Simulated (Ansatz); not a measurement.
Effect of Sb → As on InSb

Start from InSb in the zinc blende structure (space group F-43m, No. 216; a = 6.5559 Å).

Perturbation: full substitution Sb → As; the structure is relaxed again.

Calculations: r2SCAN, PAW, 500 eV (Ansatz, an electronic-structure program; without spin-orbit coupling). Γ-centred 9×9×9 mesh, Fermi–Dirac width 0.05 eV, for the changed cell.

The volume per atom decreases by 6.72 Å³ (35.22 Å³ → 28.50 Å³) and the density drops by 0.05 g/cm³, from 5.58 g/cm³ to 5.53 g/cm³. The lattice parameter a shrinks by 0.447 Å (6.556 Å → 6.109 Å) and the space group remains F-43m (No. 216). The shortest interatomic distance falls by 0.1934 Å, from 2.839 Å to 2.645 Å and the band gap becomes 0.08 eV (base: zero).

Final structure:

```
CELL_PARAMETERS angstrom
      0.00000     3.05459     3.05459
      3.05459     0.00000     3.05459
      3.05459     3.05459     0.00000
ATOMIC_POSITIONS crystal
  As 0.75000 0.75000 0.75000
  In 0.00000 0.00000 0.00000
```

With Sb present, leaving out spin-orbit coupling can change the band edges. Stability against distortions was not tested. The final runs are not spin-polarised. Gaps under 0.05 eV, about the width of the smearing, are given as zero. The zero or small gap of InAs and InSb can change with the level of theory.
